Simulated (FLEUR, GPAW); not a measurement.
A FLEUR input for a self-consistent single point of Lu (P6_3/mmc, 2 atoms in the cell) (DFT, PBE, all-electron FLAPW (FLEUR), scalar-relativistic valence):

Input of the input generator:

```
Lu crystal
&input film=f /
3.2408802301 -5.6133692198 0.0000000000
3.2408802301 5.6133692198 0.0000000000
0.0000000000 0.0000000000 10.2782203918
1.0
1.0 1.0 1.0

2
71 0.3333333333 0.6666666667 0.2500000000
71 0.6666666667 0.3333333333 0.7500000000

&comp jspins=1 /
&kpt div1=10 div2=10 div3=6 gamma=t /
&end /
```

```xml
<?xml version="1.0" encoding="UTF-8" standalone="no"?>
<fleurInput fleurInputVersion="0.39">
   <comment>
      Lu crystal                                                                                          
   </comment>
   <calculationSetup>
      <cutoffs Kmax="3.8" Gmax="15.2" GmaxXC="15.2" numbands="0"/>
      <scfLoop itmax="100" minDistance="0.00001" maxIterBroyd="25" imix="Anderson" alpha="0.05" precondParam="0.0" spinf="2.0"/>
      <coreElectrons ctail="T" frcor="F" kcrel="0" coretail_lmax="0"/>
      <xcFunctional name="pbe" relativisticCorrections="F"/>
      <magnetism jspins="1"/>
      <soc l_soc="F" theta="0.0" phi="0.0" spav="F"/>
      <expertModes spex="0" secvar="F"/>
      <geometryOptimization l_f="T" forcealpha="1.0" forcemix="BFGS" epsdisp="0.00001" epsforce="0.00001"/>
      <ldaU l_linMix="F" mixParam="0.05" spinf="1.0"/>
   </calculationSetup>
   <cell>
      <bzIntegration valenceElectrons="50.0" mode="gauss" fermiSmearingEnergy="0.00734986">
         <kPointListSelection listName="default-1"/>
         <!-- k-points included here -->
         <xi:include xmlns:xi="http://www.w3.org/2001/XInclude" href="kpts.xml"> </xi:include>
      </bzIntegration>
      <!-- symmetry operations included here -->
      <xi:include xmlns:xi="http://www.w3.org/2001/XInclude" href="sym.xml"> </xi:include>
      <bulkLattice scale="1.0">
         <bravaisMatrix>
            <row-1>    3.2408802301000001    -5.6133692198000000     0.0000000000000000</row-1>
            <row-2>    3.2408802301000001     5.6133692198000000     0.0000000000000000</row-2>
            <row-3>    0.0000000000000000     0.0000000000000000    10.2782203917999997</row-3>
         </bravaisMatrix>
      </bulkLattice>
   </cell>
   <atomSpecies>
      <species name="Lutetium (Lu)" element="Lu" atomicNumber="71">
         <mtSphere radius="2.68" gridPoints="925" logIncrement="0.014"/>
         <atomicCutoffs lmax="10" lnonsphr="8"/>
         <electronConfig flipSpins="F">
            <coreConfig>(1s1/2) (2s1/2) (2p1/2) (2p3/2) (3s1/2) (3p1/2) (3p3/2) (4s1/2) (3d3/2) (3d5/2) (4p1/2) (4p3/2) (4d3/2) (4d5/2)</coreConfig>
            <valenceConfig>(5s1/2) (5p1/2) (5p3/2) (6s1/2) (4f5/2) (4f7/2) (5d3/2) (5d5/2)</valenceConfig>
            <stateOccupation state="(5d3/2)" spinUp="0.2" spinDown="0.2"/>
            <stateOccupation state="(5d5/2)" spinUp="0.3" spinDown="0.3"/>
         </electronConfig>
         <energyParameters s="6" p="6" d="5" f="4"/>
         <lo type="SCLO" l="0" n="5" eDeriv="0"/>
         <lo type="SCLO" l="1" n="5" eDeriv="0"/>
      </species>
   </atomSpecies>
   <atomGroups>
      <atomGroup species="Lutetium (Lu)">
         <relPos label="                   1">1.000/3.000 -1.000/3.000 1.000/4.000</relPos>
         <relPos label="                   2">-1.000/3.000 1.000/3.000 -1.000/4.000</relPos>
         <force calculate="T" relaxXYZ="TTT"/>
      </atomGroup>
   </atomGroups>
   <output dos="F" band="F" slice="F">
      <checks vchk="F" cdinf="F"/>
      <bandDOS minEnergy="-.5*Htr" maxEnergy="0.5*Htr" sigma="0.015" storeEVData="T"/>
      <vacuumDOS vacdos="F" integ="F" star="F" nstars="0" locx1="0.0" locy1="0.0" locx2="0.0" locy2="0.0" nstm="0" tworkf="0.0"/>
      <unfoldingBand unfoldBand="F" supercellX="1" supercellY="1" supercellZ="1"/>
      <plotting iplot="0" polar="F">
         <plot TwoD="T" vec1="  1.0  0.0  0.0" vec2="  0.0  1.0  0.0" vec3="  0.0  0.0  1.0" zero="  0.0  0.0  0.0" file="plot"/>
      </plotting>
      <chargeDensitySlicing numkpt="0" minEigenval="0.0" maxEigenval="0.0" nnne="0" pallst="F"/>
      <specialOutput eonly="F"/>
      <magneticCircularDichroism mcd="F" energyLo="-10.0" energyUp="0.0"/>
   </output>
  <!-- We include the file relax.xml here to enable relaxations (see documentation) -->
  <xi:include xmlns:xi="http://www.w3.org/2001/XInclude" href="relax.xml"> <xi:fallback/> </xi:include>
</fleurInput>
```

**Question.** Give the GPAW input for the same structure, mesh, smearing and functional.

**Answer.** This is the input that was run; spellings and numerical settings could be chosen otherwise.

```python
from ase import Atoms
from ase.units import GPa
from gpaw import GPAW, PW

atoms = Atoms(['Lu', 'Lu'],
              cell=[[1.715000, -2.970467, 0.000000],
                    [1.715000, 2.970467, 0.000000],
                    [0.000000, 0.000000, 5.439000]],
              scaled_positions=[[0.333333, 0.666667, 0.250000],
                                [0.666667, 0.333333, 0.750000]],
              pbc=True)

calc = GPAW(mode=PW(800),
            xc='PBE',
            kpts={'size': (10, 10, 6), 'gamma': True},
            occupations={'name': 'methfessel-paxton', 'width': 0.2, 'order': 0},
            nbands=-8,
            symmetry={'symmorphic': False, 'tolerance': 0.0005},
            maxiter=150)

atoms.calc = calc

energy = atoms.get_potential_energy()
print('Energy (eV):', round(energy, 6))
forces = atoms.get_forces()
print('Forces (eV/Ang):')
print(forces.round(5))
stress = atoms.get_stress()
print('Stress (GPa, Voigt):', (stress / GPa).round(4))
```

Basis settings and potentials, where a program has them, do not carry over. This input uses DFT PBE, plane waves, GPAW PAW datasets PBE (gpaw-data 1.0.1).

The starting cell has typed, rounded lattice constants, without a prior relaxation at this level. For this run, on top of that: lattice scaled by 0.98.
